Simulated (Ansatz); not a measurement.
The starting structures come from a database of crystals and need not be the phases stable at ambient conditions.

The decay constant κ of evanescent states in the gap governs leakage through a thin film.

Consider the following.

```
CELL_PARAMETERS angstrom
      4.76639     0.00000     0.00000
      0.00000     5.31426     0.00000
      0.00000    -2.65713     4.60228
ATOMIC_POSITIONS crystal
  K  0.00000 0.33333 0.66667
  Sr 0.50000 0.66667 0.33333
  C  0.50000 0.00000 0.00000
  O  0.50000 0.71678 0.85839
  O  0.50000 0.14161 0.85839
  O  0.50000 0.14161 0.28322
  F  0.00000 0.66667 0.33333
```

Space group of this cell: P-6m2. The cell is taken as given; by r2SCAN its mean pressure is -3.0 GPa.

Transport runs along the normal of the first two printed cell vectors, the (100) plane of the conventional cell.

The gap is the functional's own. No spin-orbit coupling. Mid-gap values are interpolated on the energy grid.

Task: Predict the band gap and the smallest decay constant κ at mid-gap from r2SCAN run with Ansatz (a first-principles code).

Result: Gap 4.66 eV on a 6×8×8 mesh; κ = 0.480 1/Å, at the zone centre.
